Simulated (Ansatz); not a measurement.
Here is the system:

End structure of a constructed model of the (0001) surface of hcp Hf, a pseudomorphic layer of Mg in the host's stacking (bottom of the slab: a bare face, its two planes held):

```xyz
7
Lattice="3.2049 0.0000 0.0000 -1.6024 2.7755 0.0000 0.0000 0.0000 31.5000" Properties=species:S:1:pos:R:3 pbc="T T T"
Hf     1.6024     0.9252     8.0618
Hf     0.0000     1.8503    10.5954
Hf     1.6024     0.9252    13.1736
Hf     0.0000     1.8503    15.6829
Hf     1.6024     0.9252    18.2691
Hf     0.0000     1.8503    20.7182
Mg     1.6024     0.9252    23.3780
```

Set-up: 7 atoms, 15.4 Å thick at the start; mesh 13x13x1; 0.1 eV smearing; dipole correction on; 2 atoms held, the rest relaxed; held to the start's symmetry, so lower structures may exist; no spin, no spin-orbit, no U. It is one candidate, not shown to be the stable structure of the face.

Q: Predict the work function of the top face from PBE run with Ansatz (an electronic-structure program).

A: 4.09 eV
